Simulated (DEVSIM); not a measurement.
System: illuminated Si p-on-n cell, one wavelength, with a back-surface field, at 300 K.

Layer 1 from the left is Si, thickness (μm) 0.190, Na (cm⁻³) 4.7e18, τn (s) 3.2e-8, τp (s) 3.9e-9, absorption coefficient (cm⁻¹) 2600. Layer 2 from the left is Si, thickness (μm) 42.0, Nd (cm⁻³) 1.3e15, τn (s) 1.4e-7, τp (s) 1.4e-7, absorption coefficient (cm⁻¹) 2600. Layer 3 from the left is Si, thickness (μm) 0.230, Nd (cm⁻³) 5.1e18, τn (s) 1.4e-7, τp (s) 1.4e-7, absorption coefficient (cm⁻¹) 2600.

Left contact: ohmic, minority electron recombination velocity 5e5 cm/s. Right contact: ohmic, minority hole recombination velocity 2000 cm/s. Voltage is applied to the left contact. Recombination: SRH at mid-gap, radiative, Auger. Gap narrowing is on: ΔEg = 6.92 meV × (l + √(l² + 0.5)), l = ln(N/1.3e17 cm⁻³), shared equally by both band edges. Light enters at the left, 4.7e16 photons cm⁻² s⁻¹, one pass, no reflection. Mobility is μmin + (μ − μmin)/(1 + (N/Nref)^α).

Constants are typed, rounded textbook-type inputs, not results; the design itself was drawn at random and stands for no fabricated device. Values at 300 K.

Si: gap (eV) 1.124, affinity (eV) 4.05, permittivity 11.7, Nc (cm⁻³) 2.86e19, Nv (cm⁻³) 3.1e19, μn (cm²/Vs) 1417, μp (cm²/Vs) 470, μn,min 52, μp,min 45, Nref,n 9.7e16, Nref,p 2.2e17, αn 0.68, αp 0.72, B (cm³/s) 4.7e-15, Cn (cm⁶/s) 2.8e-31, Cp (cm⁶/s) 9.9e-32.

Simulated with DEVSIM: 1D drift-diffusion, Boltzmann statistics, complete ionisation; no tunnelling, impact ionisation, image-force lowering or self-heating.

Dark forward current:

| |V| (V) | |J| (A/cm²) |
|---|---|
| 0.05 | 9.377e-8 |
| 0.10 | 3.400e-7 |
| 0.15 | 1.047e-6 |
| 0.20 | 3.214e-6 |
| 0.25 | 1.056e-5 |
| 0.30 | 3.957e-5 |
| 0.35 | 0.0001774 |
| 0.40 | 0.0009447 |
| 0.45 | 0.005663 |
| 0.50 | 0.03556 |
| 0.55 | 0.2061 |
| 0.60 | 0.8816 |
| 0.65 | 2.707 |
| 0.70 | 7.320 |
| 0.75 | 19.83 |
| 0.80 | 54.14 |
| 0.85 | 144.4 |
| 0.90 | 364.0 |
| 0.95 | 847.5 |
| 1.00 | 1794 |
| 1.05 | 3423 |

Work out the local ideality factor n = ΔV / (kT/q · ln(J2/J1)) between the rows 0.15 and 0.20 V, 0.45 and 0.50 V, 1.00 and 1.05 V.

kT/q = 25.85 mV. From 0.15 to 0.20 V: ln(3.214e-6/1.047e-6) = 1.122, n = 1.72. From 0.45 to 0.50 V: ln(0.03556/0.005663) = 1.837, n = 1.05, near the 1 of diffusion or emission over a barrier. From 1.00 to 1.05 V: ln(3423/1794) = 0.646, n = 2.99.

What current could the absorbed light give at most, and what share is collected?

Σ αd = 11.0, so qΦ(1 − exp(−Σ αd)) = 7.53 mA/cm². The simulated short-circuit current is 6.077 mA/cm², a share of 0.81.

Estimate the open-circuit voltage by superposition: the voltage at which the dark current equals that short-circuit current.

Interpolating ln J in the table gives 0.452 V. The simulation gives 0.451 V, the same within the digits that matter. Superposition holds where collection doesn't change with voltage.

Estimate the fill factor from FF0 = (v − ln(v + 0.72))/(v + 1), v = qVoc/(nkT), with n from the dark curve.

The rows about Voc, 0.45 and 0.50 V, give n = 1.05, so v = 16.6 and FF0 = 0.781. The simulation gives 0.763; the estimate lies 2.3 % above.
